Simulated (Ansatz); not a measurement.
Consider SiC (space group P6_3mc, No. 186; a = 3.058 Å, c = 10.012 Å). Axes: x lies along a and z along c of the hexagonal cell.

Method: DFT with LDA, PAW potentials and a 420 eV plane-wave cutoff in Ansatz (a first-principles code), without spin-orbit coupling.

Perturbation: an isotropic linear strain of −0.75 %, atoms relaxed at fixed cell.

**Question.** Predict the stress tensor and what it implies for the stiffness.

**Answer.** Stress of the strained cell less that of the base (GPa, compression positive):
```
   5.45    0.00    0.00
   0.00    5.45    0.00
   0.00    0.00    5.38
```

Then B = −ΔP/(ΔV/V₀) with ΔV/V₀ = -0.0223 gives secant stiffness values (nonlinear terms included at this strain): B (at held cell shape, above the free-shape value) ≈ 243 GPa.

No phonon test of stability was made.
